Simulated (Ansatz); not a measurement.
Take CeO2 in the CdI2 type structure (space group P-3m1, No. 164; a = 3.6017 Å, c = 4.5230 Å; a hypothetical phase, not in the database extracts checked) as the base.

Level of theory: PBE-D3(BJ) in Ansatz (plane waves to 420 eV, PAW, no spin-orbit coupling), earlier PAW set.

One change was made to it. Results:

```csv
quantity,base,after
density,5.62 g/cm³,5.94 g/cm³
band gap,2.23 eV,2.16 eV
gap character,"indirect, A–L (69 % along) → A","indirect, A–L (69 % along) → A"
```

Task: Which of these changes matches the shifts?
(A) pressure 3 GPa
(B) pressure 1.5 GPa
(C) pressure 7.5 GPa

Result: B, pressure 1.5 GPa. For comparison, the band gap in the other runs: pressure 3 GPa gives 2.12 eV; pressure 7.5 GPa gives 2.03 eV.

Load acts through the strain it causes; cell and atoms are relaxed under it. Stability against distortions was not tested. No other phases were tried under pressure. Seeded moments were not kept for the base. The final runs are not spin-polarised.

Ansatz is a first-principles code.
